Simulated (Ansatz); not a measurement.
Base system: CdS in the wurtzite structure (space group P6_3mc, No. 186; a = 4.196 Å, c = 6.830 Å). Axes: x lies along a and z along c of the hexagonal cell.

Method: Ansatz (an electronic-structure program) PBE, spin-orbit coupling left out.

For the base:

Gap character: direct at Γ

Perturbation: the cell is stretched by 2.40 % along z with no lateral relaxation; the atoms relax in the strained cell.

Problem. What happens to the stress, energy relative to the base, gap character and largest internal atomic displacement?

Solution. The stress (xx, yy, zz, yz, xz, xy; compression positive) amounts to (-0.81, -0.81, -2.02, 0.00, 0.00, 0.00) GPa; the energy grows by 4.0 meV/atom; the gap character remains direct at Γ; the largest internal atomic displacement comes out as 0.016 Å.

Gaps are Kohn–Sham eigenvalue differences; semilocal functionals usually give less than the measured gap. Stability against distortions was not tested.
